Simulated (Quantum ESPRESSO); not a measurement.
Quantum ESPRESSO 7.5, DFT, PBE, plane waves, SSSP 1.1.2 efficiency PBE: Al(100) slab of 5 layers, 1x1 (Al5), unrelaxed, 5 atoms. Basis and mesh were picked for this test and aren't claimed converged.

```fortran
&CONTROL
  calculation = 'scf'
  pseudo_dir = './pseudo'
  outdir = './out'
  tprnfor = .true.
  tstress = .false.
/
&SYSTEM
  ibrav = 0
  nat = 5
  ntyp = 1
  ecutwfc = 45
  ecutrho = 360
  occupations = 'smearing'
  smearing = 'mv'
  degauss = 0.02
/
&ELECTRONS
  conv_thr = 5e-09
/
ATOMIC_SPECIES
Al 26.9815 Al.pbe-n-kjpaw_psl.1.0.0.UPF
CELL_PARAMETERS angstrom
  2.863782000000   0.000000000000   0.000000000000
  0.000000000000   2.863782000000   0.000000000000
  0.000000000000   0.000000000000  22.100000000000
ATOMIC_POSITIONS crystal
Al   0.000000000000   0.000000000000   0.316742000000
Al   0.500000000000   0.500000000000   0.408371000000
Al   0.000000000000   0.000000000000   0.500000000000
Al   0.500000000000   0.500000000000   0.591629000000
Al   0.000000000000   0.000000000000   0.683258000000
K_POINTS automatic
14 14 1 0 0 0
```

The program reports k-points computed: 36, bands: 12, electrons: 15, G-vectors of the density: 141217, FFT grid: 36×36×256, symmetry operations: 16.

It runs on a single node (AMD EPYC (Zen 5), 96 cores on 1 socket, no SMT, 12 L3 cache groups; 94 cores' worth of CPU time may be used).

Wall times, medians of two to five repeats, each run alone on the node (launch to exit). Processes are pinned to neighbouring cores unless said otherwise. The build: conda-forge: Open MPI 5.0, OpenMP, OpenBLAS 0.3.34 (pthreads), FFTW, ScaLAPACK, ELPA; another build can shift the numbers. Scratch files lie in a memory file system.

Started as
```bash
OMP_NUM_THREADS=1 mpirun -np 48 pw.x -nk 12 -in pw.in
```
(48 ranks, k_points = 14×14×1, -nk 12) it takes 3.2 s and 13 SCF iterations.

Task: Predict the time once the run is changed to k_points = 21×21×1, -nk 24.

Result: About 5.6 s (3 runs within 1 %): 1.8× as long. SCF iterations go from 13 to 14. Change in the result: energy 0.48 meV/atom, forces (largest component) 60 meV/Å.
